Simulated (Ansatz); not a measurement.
Input and output of a self-consistent single point for Al2Ru (C2, 6 atoms in the cell) (Ansatz, a first-principles code).

Method of the run: LDA (PW92), default PAW files made with PBE (plane waves; Ansatz).

```yaml
crystal:
  lattice:
    - [0.00000, 4.00978, 4.41348]
    - [2.36424, 0.00000, 4.41348]
    - [2.36424, 4.00978, 0.00000]
  atoms:
    - { symbol: Al, position: [0.07906, 0.42094, 0.07906] }
    - { symbol: Al, position: [0.42094, 0.07906, 0.42094] }
    - { symbol: Al, position: [0.17094, 0.82906, 0.17094] }
    - { symbol: Al, position: [0.82906, 0.17094, 0.82906] }
    - { symbol: Ru, position: [0.75566, 0.75566, 0.74434] }
    - { symbol: Ru, position: [0.50000, 0.50000, 0.50000] }
```

Reference input (self-consistent single point, DFT, LDA (PW92), plane waves, default PAW files made with PBE): basis.ecutwfc = 420 eV; kpoints.mp_grid.grid = 7 7 7; hamiltonian.xc = lda; hamiltonian.pseudopotentials = {kind: paw} (the program's default PAW files); scf.occupations.method = fermi_dirac; scf.occupations.width = 0.1 eV. This run's input differs from it in these lines:

Ansatz 0.2 input:
```diff
@@ -16,3 +16,3 @@
 kpoints:
-  mp_grid: { grid: [7, 7, 7] }
+  mp_grid: { grid: [12, 12, 12] }
 hamiltonian:
@@ -21,3 +21,3 @@
 scf:
-  occupations: { method: fermi_dirac, width: 0.1 eV }
+  occupations: { method: fermi_dirac, width: 0.2 eV }
 output:
```

Log, with long lists cut:

```
SCF iter   1: F=—  HF=-13572.268554 eV  |F-HF|=—  |Δ(HF+E_count)|=         —  Δρ=6.06e-3  dr2=2.28e-2  ethr=1.77e-3  ⟨swp⟩=6.6  Hψ=63873  notcnv=0
all-band conjugate gradients solve this SCF's bands
preconditioner: auto → Kerker (q_TF=auto, 2.451 Å⁻¹)
SCF iter   2: F=—  HF=-13572.265930 eV  |F-HF|=—  |Δ(HF+E_count)|=   2.62e-3  Δρ=3.25e-3  dr2=6.03e-3  ethr=5.17e-5  ⟨swp⟩=1.0  Hψ=17612  notcnv=0
SCF iter   3: F=—  HF=-13572.264952 eV  |F-HF|=—  |Δ(HF+E_count)|=   9.78e-4  Δρ=5.36e-4  dr2=2.55e-4  ethr=1.37e-5  ⟨swp⟩=2.3  Hψ=20704  notcnv=0
SCF iter   4: F=—  HF=-13572.264876 eV  |F-HF|=—  |Δ(HF+E_count)|=   7.61e-5  Δρ=1.15e-4  dr2=1.07e-5  ethr=5.81e-7  ⟨swp⟩=2.4  Hψ=23398  notcnv=0
SCF iter   5: F=—  HF=-13572.264873 eV  |F-HF|=—  |Δ(HF+E_count)|=   2.88e-6  Δρ=2.36e-5  dr2=3.01e-7  ethr=2.43e-8  ⟨swp⟩=2.2  Hψ=20380  notcnv=0
SCF iter   6: F=-13572.264873 eV  HF=-13572.264873 eV  |F-HF|=5.47e-9  |Δ(HF+E_count)|=   1.02e-7  Δρ=3.69e-6  dr2=1.07e-8  ethr=2.27e-10  ⟨swp⟩=5.2  Hψ=51216  notcnv=0
SCF 1 converged in 6 iterations: F = -13572.264873 eV  dr2 = 1.07e-8
Free energy (F): -13572.264873 eV
Internal energy: -13572.162946 eV  (E = F + TS)
E sigma→0 (E₀):  -13572.213909 eV
Entropy (-TS):   -0.101927 eV (-16.988 meV/atom)
Fermi energy:    13.445484 eV
--- Forces (eV/Å), atoms counted from 1 ---
  atom   1  Al    -0.01686788    -0.08295712     0.06166839
  atom   2  Al     0.01686788     0.08295712     0.06166839
  atom   3  Al    -0.08409437     0.07487656     0.17774377
  atom   4  Al     0.08409437    -0.07487656     0.17774377
  atom   5  Ru     0.00000000     0.00000000    -0.69459495
  atom   6  Ru     0.00000000     0.00000000     0.21577292
--- Stress (GPa, compression-positive) ---
       -7.292336       0.025495       0.000000
        0.025495      -6.199228       0.000000
        0.000000       0.000000      -7.146317
  P = ⅓ Tr σ = -6.8793 GPa (-68.793 kbar)
  The stress holds the Pulay correction. Without it, at fixed plane waves, as pw.x and ABINIT print it: P = -6.9317 GPa
```

The run converged in 6 iterations. Against the reference run the free energy goes down by 3.9 meV/atom, the pressure goes from -7.06 to -6.88 GPa and the largest force goes from 0.712 to 0.695 eV/Å.

The starting cell comes from a database of computed structures (which also holds hypothetical and non-ambient phases and stackings), without a prior relaxation at this level. Its lattice was rescaled by up to half a per cent. One atom was moved a little off its site on purpose. Spin polarisation is off. With a pressure of about -7 GPa the cell is away from its equilibrium volume at this level. Ansatz's pressure includes its estimate of the finite-basis (Pulay) stress.

Cost on one core of a shared machine: roughly 50 s.
